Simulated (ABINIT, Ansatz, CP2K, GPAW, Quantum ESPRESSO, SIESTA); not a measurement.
## YMg3 (P-6m2, 4 atoms in the cell) computed with different codes at matched settings

Self-consistent single point, at a second geometry (lattice scaled by 0.98). First geometry:

```
CELL_PARAMETERS angstrom
      3.30799     0.00000     0.00000
     -1.65400     2.86480     0.00000
      0.00000     0.00000    10.93229
ATOMIC_POSITIONS crystal
  Y  0.66667 0.33333 0.50000
  Mg 0.66667 0.33333 0.00000
  Mg 0.33333 0.66667 0.24212
  Mg 0.33333 0.66667 0.75788
```

Shared settings, as Ansatz (a first-principles code) writes them: kpoints.mp_grid.grid = 12 12 4; scf.occupations.method = gaussian; scf.occupations.width = 0.0073 Ry. Potentials and cutoffs stand in the table.

```
code                                                                                                                                 model  ΔF from the first geometry (meV/atom)  pressure (GPa)  largest force (eV/Å)        cutoff
----------------  ------------------------------------------------------------------------------------------------------------------------  -------------------------------------  --------------  --------------------  ------------
CP2K                                                  LDA (Pade form), GPW, DZVP-MOLOPT-SR-GTH basis, GTH-PADE potentials (GTH_POTENTIALS)                                  -10.0           -0.02                 0.185  grid 1000 Ry
SIESTA            LDA PW92, numerical atomic orbitals TZP, PseudoDojo LDA standard norm-conserving potentials (rewritten from UPF to PSML)                                   -6.6            0.42                 0.060   grid 400 Ry
GPAW                                                                         LDA (Perdew-Wang 92), GPAW PAW datasets LDA (gpaw-data 1.0.1)                                  -16.2           -0.71                 0.099        800 eV
ABINIT                                                     LDA (PW92), norm-conserving pseudopotentials (PseudoDojo nc-sr-04 LDA standard)                                  -15.6           -0.66                 0.101         42 Ha
Ansatz                                                                                                 LDA (PW92), PAW files made with PBE                                  -16.1           -0.70                 0.103       30.9 Ry
Quantum ESPRESSO                                                                       LDA (PZ), GBRV 1.5 ultrasoft (LDA) pseudopotentials                                  -16.0           -0.73                 0.102         40 Ry
```

The spread over the programs that give each value: ΔF from the first geometry within 9.6 meV/atom; pressure within 1.15 GPa; largest force within 0.125 eV/Å.

CP2K and SIESTA use small atom-centred bases, whose incompleteness enters pressures, forces and empty levels differently from a plane-wave cutoff. Ansatz's pressure is given at a fixed set of plane waves, as the other plane-wave codes print theirs. The same LDA comes in different parametrisations, which differ slightly. In the pressure, SIESTA (by 1.13) lies more than 1 GPa from the median of the plane-wave programs. In the force vectors, CP2K (by 0.084) lies more than 0.08 eV/Å from the median of the plane-wave programs.

The starting cell comes from a database of computed structures (which also holds hypothetical and non-ambient phases and stackings), without a prior relaxation at this level. For this run, on top of that: lattice scaled by 0.98.

Left out of this page: Elk and FLEUR (not drawn, or without a comparable value).

Keys are those of Ansatz 0.2.
